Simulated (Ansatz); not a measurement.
System: WSi2 (P6₂22, No. 180, 9 atoms in the cell; start mp-8939; a measured phase of this formula has another space group). Method: r²SCAN+rVV10 in Ansatz (plane waves, PAW).

Run with plane-wave cutoff 560 eV, 18×18×8 k mesh (along the axes of the cell as run), Fermi–Dirac smearing 0.05 eV, no spin polarisation, scalar-relativistic PAW data made under PBE.

Cell (relaxed at this level):

Space group P6₂22 (No. 180); a = b = 4.572 Å, c = 6.601 Å, α = β = 90.00°, γ = 120.00°

| atom | site | symmetry | x | y | z |
|---|---|---|---|---|---|
| Si | 6j | ..2 | 0.3272 | 0.1636 | 0.1667 |
| W | 3d | 222 | 0.5000 | 0.0000 | 0.5000 |

Q: Give the computed band gap and direct gap at Γ.

A: 
- band gap = 0.12 eV (under three smearing widths, so not firm)
- direct gap at Γ = 3.45 eV

Note: the relaxation could not lower the start's symmetry, so the cell can be a saddle point above a distorted one.

Spin–orbit coupling is not included; it can close the smallest gap of 0.12 eV.

Computed values are for the static lattice.

A start named mp-… is a Materials Project structure, which need not be a measured phase.

Ansatz is a first-principles code.
